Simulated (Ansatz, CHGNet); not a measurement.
**Equilibrium volume per atom of hexagonal WC at several levels of theory**

No measured value is used here.

```csv
level (code),value (Å³/atom)
CHGNet-r²SCAN,10.46
PBE (Ansatz),10.52
PBE-D4 (Ansatz),10.34
r²SCAN+rVV10 (Ansatz),10.36
HSE06 (Ansatz),10.28
```

Density-functional levels without +SOC have no spin–orbit coupling. HSE06: exact exchange on metals is sensitive to the k mesh and can open a false gap. HSE06: the run warned that the count of filled bands differs between k points. Cutoffs and k meshes differ between the levels. Ansatz's density-functional and Hartree–Fock values are scalar-relativistic unless marked +SOC, with PAW data made under PBE.

Machine-learned potentials (CHGNet-r²SCAN) are trained on DFT data: a solid inside that data is no test of them.

Ansatz is a quantum-chemistry and plane-wave program.
